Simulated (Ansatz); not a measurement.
System: NbAs (model structure, started from the NbAs type, I4₁md, No. 109, 4 atoms in the cell). Method: PBEsol (Ansatz, a program for electronic structure, plane waves, PAW).

Numerical settings: plane-wave cutoff 500 eV, 16×16×16 k mesh, Fermi–Dirac smearing 0.05 eV, no spin polarisation, scalar-relativistic PAW data made under PBE.

Cell (relaxed at this level):

Space group I4₁md (No. 109); a = b = 3.440 Å, c = 11.591 Å, α = β = γ = 90.00°

| atom | site | symmetry | x | y | z |
|---|---|---|---|---|---|
| Nb | 4a | 2mm. | 0.0000 | 0.0000 | 0.4988 |
| As | 4a | 2mm. | 0.0000 | 0.0000 | 0.9172 |
(The calculation used a cell of 4 atoms; values per cell refer to that cell.)

**Question.** Give the computed band gap.

**Answer.** 
- band gap: 0.00 eV (under three smearing widths, so not firm)

Note: the relaxation could raise the start's symmetry but not lower it, so the cell can be a saddle point.

Spin–orbit coupling is not included.

The computed numbers hold no vibrational or temperature effects.

Cost on a shared machine: about 5 core-minutes (a rough figure).

A model structure was made by putting elements into a prototype or built by hand; it is no filed structure, need not be a known phase, and can be a saddle point held by its symmetry.
